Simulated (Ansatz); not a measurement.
Take GaN in the wurtzite structure (space group P6_3mc, No. 186; a = 3.1826 Å, c = 5.1854 Å) as the base. Axes: x lies along a and z along c of the hexagonal cell.

Structures relaxed with plane-wave PAW DFT at the PBEsol level (Ansatz, an electronic-structure program, 420 eV), scalar-relativistic without spin-orbit coupling.

Base:

Simulated powder pattern, Cu Kα1, λ = 1.54056 Å (kinematic, ideal powder, no thermal factors, no anomalous dispersion; the 14 strongest lines at most, above 2 %, up to 2θ = 90°):

| 2θ (°) | I/Imax (%) | hkl |
|---|---|---|
| 32.46 | 43 | (100) |
| 34.57 | 36 | (002) |
| 36.90 | 100 | (101) |
| 48.14 | 21 | (102) |
| 57.90 | 30 | (110) |
| 63.47 | 31 | (103) |
| 67.97 | 4.4 | (200) |
| 69.22 | 26 | (112) |
| 70.67 | 15 | (201) |
| 72.91 | 2.7 | (004) |
| 78.54 | 4.5 | (202) |
| 82.09 | 3.0 | (104) |

Now apply this change: tensile biaxial strain of 0.60 % in the plane normal to [001], as in epitaxy on a mismatched substrate; the out-of-plane cell vector and the atoms relax.

After the change:

Simulated powder pattern, Cu Kα1, λ = 1.54056 Å (kinematic, ideal powder, no thermal factors, no anomalous dispersion; the 14 strongest lines at most, above 2 %, up to 2θ = 90°):

| 2θ (°) | I/Imax (%) | hkl |
|---|---|---|
| 32.26 | 44 | (100) |
| 34.67 | 35 | (002) |
| 36.75 | 100 | (101) |
| 48.08 | 21 | (102) |
| 57.52 | 30 | (110) |
| 63.50 | 30 | (103) |
| 67.51 | 4.4 | (200) |
| 68.94 | 27 | (112) |
| 70.23 | 15 | (201) |
| 73.16 | 2.7 | (004) |
| 78.17 | 4.5 | (202) |
| 82.22 | 2.9 | (104) |

The indices refer to the base's conventional cell; one index is shown for lines that coincide.

Whether these cells are dynamically stable was not tested.
